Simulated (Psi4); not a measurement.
Psi4 1.11, PBE/def2-svp: Ta(I)4 ([I][Ta+]([I])([I])[I]), charge +1, multiplicity 1, 5 atoms. The geometry is a generated start, not checked to be a minimum at this level.

- task: energy
- method: pbe
- basis: def2-svp
- memory: 3 GB
- maxiter: 100
- keys of the molecule block: symmetry c1
- scf_type: df (default)
- guess: auto, which took SAD (default)
- scf_initial_accelerator: adiis (default)
- e_convergence: 1e-06 (default)
- d_convergence: 1e-06 (default)
- dft_radial_points: 75 (default)
- dft_spherical_points: 302 (default)
- effective core potentials: those of the basis set, past Kr
- basis functions: 136
- grid points: 105938

```xyz
5

Ta    -0.0003     0.0001     0.0004
I      2.1054    -0.6176    -1.5114
I      0.7983     0.4001     2.5113
I     -1.1446     2.2159    -0.9362
I     -1.7588    -1.9984    -0.0641
```

Charge 1 and multiplicity 1 are set for this test and not shown to be the ground state.

One run each on 2 threads. Values of diis_max_vecs tried: 3, 6, 10 (default), 20.

Question: Predict the course of the SCF iterations along this series.

Answer: Fewest SCF iterations, within one of each other: 10 (default) with 13, 20 with 13. The count rises to 47 at 3. All converge to one solution.

```csv
diis_max_vecs,SCF iterations,end
3,47,same solution
6,16,same solution
10 (default),13,same solution
20,13,same solution
```
